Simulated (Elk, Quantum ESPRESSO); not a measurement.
**HoCl2 (P4_2/mnm, 6 atoms in the cell) computed with different codes at matched settings**

Self-consistent single point, at a second geometry (lattice scaled by 0.98). First geometry:

```yaml
crystal:
  lattice:
    - [6.87111, 0.00000, 0.00000]
    - [0.00000, 6.87111, 0.00000]
    - [0.00000, 0.00000, 3.45947]
  atoms:
    - { symbol: Ho, position: [0.00000, 0.00000, 0.00000], spin: 4.0 }
    - { symbol: Ho, position: [0.50000, 0.50000, 0.50000], spin: 4.0 }
    - { symbol: Cl, position: [0.28047, 0.28047, 0.00000] }
    - { symbol: Cl, position: [0.71953, 0.71953, 0.00000] }
    - { symbol: Cl, position: [0.21953, 0.78047, 0.50000] }
    - { symbol: Cl, position: [0.78047, 0.21953, 0.50000] }
```
(The spins are starting values, not results.)

Shared settings, as Quantum ESPRESSO writes them: occupations = smearing; smearing = fd; degauss = 0.0099958 Ry; nspin = 2; K_POINTS = automatic 3 3 5 0 0 0. Potentials and cutoffs stand in the table.

```tsv
code	model	ΔF from the first geometry (meV/atom)	size of the net moment (μB/atom)	cutoff
Quantum ESPRESSO	LDA (PZ), SSSP 1.1.2 efficiency (PBE) pseudopotentials	-6.8	1.11	50 Ry
Elk	LDA (PW92), all-electron FP-LAPW, Elk's shipped species files, APW+lo basis with extra local orbitals	-2.6	1.11	rgkmax 8
```

On Quantum ESPRESSO's run: spin-orbit coupling is off. The magnetic order is the one reached from the typed start; others were not searched systematically. With U or open f shells several self-consistent states can exist. The f electrons are in the valence without U or exact exchange, which can misplace them near the Fermi level. Spin-orbit terms, which matter for f shells, are left out.

The spread over the programs that give each value: ΔF from the first geometry within 4.2 meV/atom; size of the net moment within 0.00 μB/atom.

Elk treats all electrons, but the usual bases taken here (sphere radii, linearisation, local orbitals, empty states) were not tested for convergence, so the values are no reference for the others. The same LDA comes in different parametrisations, which differ slightly.

The shared mesh is coarse (it stands for a supercell whose shortest vector is 17 Å), so the values are not converged in it.

The starting cell comes from a database of computed structures (which also holds hypothetical and non-ambient phases and stackings), without a prior relaxation at this level. For this run, on top of that: lattice scaled by 0.98.

Left out of this page: Ansatz (with a known weakness of the program).
